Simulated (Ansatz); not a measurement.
The starting structures come from a database of crystals and need not be the phases stable at ambient conditions.

 Where the default PAW files enter, the runs use the earlier of Ansatz's two default sets.

By PBEsol, the system below comes out a metal.

Without scattering a metal conducts by its projected Fermi surface.

```xyz
1
Lattice="2.8475 0.0000 0.0000 -1.4237 2.4660 0.0000 1.4237 0.8220 2.3250" Properties=species:S:1:pos:R:3 pbc="T T T"
Ti     0.0000     0.0000     0.0000
```

Space group of this cell: Fm-3m, fcc (Cu type). The cell is strained (all lengths scaled by 0.98); by PBEsol its mean pressure is 2.6 GPa.

The current flows along the normal of the first two printed cell vectors, the (111) plane of the conventional cell. No spin-orbit coupling; the value is a mean over 0.1 eV about the Fermi level.

### Question
Compute, with PBEsol run with Ansatz (a first-principles code), the ballistic conductance per area.

### Answer
1.5 × 10¹⁵ S/m² for both spins.
